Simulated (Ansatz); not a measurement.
MnCl₂ (R-3m, No. 166), treated with r²SCAN0 in Ansatz (PAW).

Run with plane-wave cutoff 520 eV, 8×8×8 k mesh, Fermi–Dirac smearing 0.01 eV, spin-polarised start, scalar-relativistic PAW data made under PBE.

Cell (relaxed with PBEsol):

```cif
data_Cl2Mn
_chemical_formula_sum 'Mn1 Cl2'
_space_group_name_H-M_alt 'P 1'
_space_group_IT_number 1
_cell_length_a 6.60113
_cell_length_b 6.60113
_cell_length_c 6.60113
_cell_angle_alpha 31.968
_cell_angle_beta 31.968
_cell_angle_gamma 31.968
loop_
_space_group_symop_operation_xyz
  'x, y, z'
loop_
_atom_site_label
_atom_site_type_symbol
_atom_site_fract_x
_atom_site_fract_y
_atom_site_fract_z
_atom_site_occupancy
Mn1 Mn 0.00000 0.00000 0.00000 1
Cl1 Cl 0.73998 0.73998 0.73998 1
Cl2 Cl 0.26002 0.26002 0.26002 1
```

**Question.** Estimate the band gap, smallest direct gap on the k points sampled and direct gap at Γ that the calculation returns.

**Answer.** 
* **band gap**: 5.88 eV (on the SCF k mesh) (indirect)
* **smallest direct gap on the k points sampled**: 5.99 eV
* **direct gap at Γ**: 6.61 eV

Note: the magnetic order was assumed, not searched for or taken from measurement; the cell comes from a level without a dispersion term, which matters for the spacing of layers, chains or molecules; cell and atoms aren't relaxed at this level (largest force component 0.29 eV/Å, pressure 2.4 GPa); the cell has widely spaced layers and the level no dispersion term, so their spacing and the moduli can rest on weak binding.

Ansatz is a program for electronic structure.
